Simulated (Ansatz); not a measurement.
The structure below was relaxed with PBE (Ansatz, a quantum-chemistry and plane-wave program; PAW; 420 eV plane waves; spin-orbit coupling left out), at pressure 4.2 GPa.

```xyz
2
Lattice="0.0000 3.0308 3.0308 3.0308 0.0000 3.0308 3.0308 3.0308 0.0000" Properties=species:S:1:pos:R:3 pbc="T T T"
Se     0.0000     0.0000     0.0000
Pb     3.0308     3.0308     3.0308
```

Find the space group and the Wyckoff positions.

Space group Fm-3m (No. 225); a = b = c = 6.0615 Å, α = β = γ = 90.00°

```
atom  site  symmetry       x       y       z
----  ----  --------  ------  ------  ------
Se      4a      m-3m  0.0000  0.0000  0.0000
Pb      4b      m-3m  0.5000  0.5000  0.5000
```

Load acts through the strain it causes; cell and atoms are relaxed under it. Stability against distortions was not tested. The cell was made from PbSe in the rock salt structure (space group Fm-3m, No. 225) by this change: pressure 4.2 GPa.
